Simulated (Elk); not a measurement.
A self-consistent single point of Si₂Mo (I4/mmm, 3 atoms in the cell) with Elk.

Method: PBEsol, all-electron FP-LAPW, Elk's shipped species files, APW+lo basis with extra local orbitals in Elk.

```xyz
3
Lattice="-1.6149 1.6149 3.9394 1.6149 -1.6149 3.9394 1.6149 1.6149 -3.9394" Properties=species:S:1:pos:R:3 pbc="T T T"
Si     0.0000     0.0000     5.2360
Si     0.0000     0.0000     2.6428
Mo     0.0000     0.0000     0.0000
```

Reference input (self-consistent single point, DFT, PBE, all-electron FP-LAPW, Elk's shipped species files, APW+lo basis with extra local orbitals): xctype = 20; rgkmax = 7.5; stype = 0; swidth = 0.00999582 Ha; ngridk = 14 14 14; gmaxvr = 14 1/bohr; nxlo = 2; lorbcnd = true; rmtscf = 0.97; lmaxi = 3. This run's input differs from it in these lines:

```diff
@@ -4,3 +4,3 @@
 xctype
-  20
+  22
```

Output, abridged:

```
│ Self-consistent loop started │
│ Loop number : 1 │
 total energy                :     -4621.15982686
│ Loop number : 2 │
 total energy                :     -4621.56317936
RMS change in Kohn-Sham potential (target) :   0.4254251356     (  0.1000000000E-05)
Absolute change in total energy (target)   :   0.4033525051     (  0.1000000000E-03)
│ Loop number : 3 │
 total energy                :     -4621.35428790
RMS change in Kohn-Sham potential (target) :   0.4185549995     (  0.1000000000E-05)
Absolute change in total energy (target)   :   0.1080533360     (  0.1000000000E-03)
│ Loop number : 4 │
   [... lines left out ...]
Absolute change in total energy (target)   :   0.1329846971E-02 (  0.1000000000E-03)
│ Loop number : 13 │
 total energy                :     -4626.61097106
RMS change in Kohn-Sham potential (target) :   0.1174478817E-05 (  0.1000000000E-05)
Absolute change in total energy (target)   :   0.2924325054E-04 (  0.1000000000E-03)
│ Loop number : 14 │
 total energy                :     -4626.61092810
RMS change in Kohn-Sham potential (target) :   0.2894462623E-06 (  0.1000000000E-05)
Absolute change in total energy (target)   :   0.5027214047E-04 (  0.1000000000E-03)
Convergence targets achieved

│ Loop number : 15 │

Energies :
 Fermi                       :     0.439322717102
 total energy                :     -4626.61093116

Density of states at Fermi energy :    8.137903067
 (states/Hartree/unit cell)

Estimated indirect band gap :   0.4637290639E-02
 from k-point    238 to k-point    237
Estimated direct band gap   :   0.1487586620E-01
 at k-point    238

Charges :
 core                        :    48.00000000
 valence                     :    22.00000000
 interstitial                :    5.252954181
 muffin-tins (core leakage)
  species :    1 (Si)
   atom    1                 :    12.11242496     (  0.1893289136E-02)
   atom    2                 :    12.11242496     (  0.1893289136E-02)
  species :    2 (Mo)
   atom    1                 :    40.52219590     (  0.5790024922E-06)
 total in muffin-tins        :    64.74704582
 total calculated charge     :    69.99541523
 total charge                :    70.00000000
 error                       :   0.4584767642E-02

│ Self-consistent loop stopped │
```

The run converged in 15 iterations. The count includes the last loop, which Elk runs after its targets are met. 

The starting cell comes from a database of computed structures (which also holds hypothetical and non-ambient phases and stackings), without a prior relaxation at this level. Its lattice was rescaled by a random factor within 2.5 % of one. Spin polarisation is off. Values depend on the basis (sphere radii, cutoffs, local orbitals), which need not be converged. The log's line on a gap gives a spacing of levels on this mesh, which the program prints for metals too.

Cost on one core of a shared machine: roughly 2 min.
